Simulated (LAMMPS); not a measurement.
LAMMPS 22 Jul 2025, classical MD, EAM (W_zhou.eam.alloy): W, 62079 atoms.

```yaml
task: MD, nve
potential: EAM, W_zhou.eam.alloy
copies_of_the_repeat_unit: 40×40×40
shape (slab and sphere leave vacuum in the box): sphere
temperature: 800 K
steps: 500
timestep: 2 fs
neighbor_skin: 2 Å
neigh_modify: every 1 delay 0 check yes
thermo: 100
newton: on (default)
atom_modify sort (bins of 2 Å where set): 1000 (default)
box: 253.2 × 253.2 × 253.2 Å, the particle off centre in vacuum
start: generated bcc lattice, warmed in an untimed run
compared_values: energy and forces of the first step, drift over the run
```

It runs on a single node (Arm Neoverse V2, 96 cores on 1 socket, no SMT, 1 L3 cache group).

Times are wall-clock medians of two to five runs, from launch to exit, with nothing else on the machine. Processes are pinned to neighbouring cores unless said otherwise. The build: PyPI wheel: MPICH, OPENMP and OPT packages; another build can shift the numbers. Scratch files lie in a memory file system. A preparatory run goes ahead and isn't timed.

All on 64 ranks. Base settings, kept where nothing else is said: comm = brick (default), balance = none (default), processors = * * * (default). The candidates, on 64 cores each, agree within 1.0 meV/atom in energy, 10 meV/Å in forces on 48 atoms, 0.20 meV an atom in drift of the total energy:
A. comm = tiled, balance = fix b all balance 200 1.1 rcb
B. comm = tiled, balance = balance 1.05 rcb
C. processors = 4 4 4
D. balance = balance 1.05 shift xyz 20 1.02
E. the base settings
F. processors = 1 1 64

### Question
Which choice gives the shortest wall time?

### Answer
B and A and D, at 1.7 s to 1.8 s, level within 8 % or the scatter of repeats. At the other end C takes 6.1× as long.

| candidate | wall time | repeats | neighbour list builds |
|---|---|---|---|
| B | 1.7 s | 2 runs within 1 % | 0 |
| A | 1.7 s | 2 runs within 1 % | 2 |
| D | 1.8 s | 2 runs within 1 % | 0 |
| F | 4.5 s | 3 runs within 1 % | 0 |
| E | 10 s | 3 runs within 1 % | 0 |
| C | 10 s | 3 runs within 1 % | 0 |

From the slowest to the fastest: The largest move is in other (Other): 6.3 s to 0.0093 s. The slowest rank's pair time is 3.56 times the mean in the first run and 1.05 times in the second; the others wait.
